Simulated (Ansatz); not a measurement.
Pressure series in TaAlO4

Take TaAlO4 (space group C2/m, No. 12; a = 12.1544 Å, b = 3.7819 Å, c = 6.4543 Å, α = γ = 90.00°, β = 107.73°) as the base.

Cell and atoms are relaxed at each pressure.

Level of theory: Ansatz (a program for electronic structure), PBEsol, PAW, cutoff 420 eV, no spin-orbit coupling.

| pressure (GPa) | volume per atom (Å³/atom) |
|---|---|
| -1 | 11.836 |
| 0 | 11.775 |
| 0.3 | 11.757 |
| 0.7 | 11.732 |
| 1.5 | ? |
| 3 | 11.598 |
| 5 | 11.487 |
| 7.5 | 11.355 |
| 10 | 11.230 |

Q: Fit the third-order Birch–Murnaghan form P(V) = (3B₀/2)[(V₀/V)^(7/3) − (V₀/V)^(5/3)]·[1 + (3/4)(B₀′ − 4)((V₀/V)^(2/3) − 1)] (squares taken in P) to the rows shown and predict the withheld row.

A: Least squares on the printed values gives V₀ = 11.775 Å³/atom, B₀ = 193 GPa, B₀′ = 3.8; this predicts 11.685 Å³/atom, and the run gives 11.685 Å³/atom, in agreement.

Load acts through the strain it causes; cell and atoms are relaxed under it. Whether these cells are dynamically stable was not tested. No other phases were tried under pressure.
